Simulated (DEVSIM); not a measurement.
System: GaN p-n junction from an implanted or diffused profile, at 300 K.

| layer (left to right) | material | thickness (μm) | Nd (cm⁻³) | τn (s) | τp (s) |
|---|---|---|---|---|---|
| 1 | GaN | 59.0 | 5.3e14 | 3.1e-10 | 3.1e-10 |

Added acceptor profile: 2.3e17 cm⁻³ × exp(−(x − 0 μm)²/(2·(0.22 μm)²)). Left contact: ohmic. Right contact: ohmic. Voltage is applied to the left contact. Recombination: SRH at mid-gap, Auger. Mobility is μmin + (μ − μmin)/(1 + (N/Nref)^α).

The device is made up for the run: typed textbook-type constants, with dimensions and the other settings drawn at random. Values at 300 K; Nc and Nv go as T^1.5, mobilities as T to minus their exponent, the gap by Varshni's rule with the affinity fixed.

| parameter | GaN |
|---|---|
| gap (eV) | 3.43 |
| affinity (eV) | 4.1 |
| permittivity | 9.5 |
| Nc (cm⁻³) | 2.3e18 |
| Nv (cm⁻³) | 4.6e19 |
| μn (cm²/Vs) | 1200 |
| μp (cm²/Vs) | 100 |
| μn,min | 55 |
| μp,min | 3 |
| Nref,n | 2e17 |
| Nref,p | 3e17 |
| αn | 1 |
| αp | 2 |
| T exponent of μn | 1.5 |
| T exponent of μp | 2 |
| Cn (cm⁶/s) | 1e-30 |
| Cp (cm⁶/s) | 1e-30 |
| Varshni α (eV/K) | 0.00091 |
| Varshni β (K) | 830 |

DEVSIM, 1D drift-diffusion, Boltzmann statistics, complete ionisation; no tunnelling, impact ionisation, image-force lowering or self-heating.

The temperature was swept, all else fixed.

```json
[
 {"temperature (K)": "250", "dark forward voltage at 1 A/cm² (V)": "3.014", "potential step across the device at zero bias (V)": "3.167"},
 {"temperature (K)": "300", "dark forward voltage at 1 A/cm² (V)": "2.897", "potential step across the device at zero bias (V)": "3.076"},
 {"temperature (K)": "350", "dark forward voltage at 1 A/cm² (V)": "2.779", "potential step across the device at zero bias (V)": "2.982"},
 {"temperature (K)": "400", "dark forward voltage at 1 A/cm² (V)": "2.656", "potential step across the device at zero bias (V)": "2.883"},
 {"temperature (K)": "450", "dark forward voltage at 1 A/cm² (V)": "2.533", "potential step across the device at zero bias (V)": "2.781"},
 {"temperature (K)": "500", "dark forward voltage at 1 A/cm² (V)": "2.407", "potential step across the device at zero bias (V)": "2.676"}
]
```

From the first row to the last the dark forward voltage at 1 A/cm² goes from 3.014 to 2.407. From the first row to the last the potential step across the device at zero bias goes from 3.167 to 2.676.
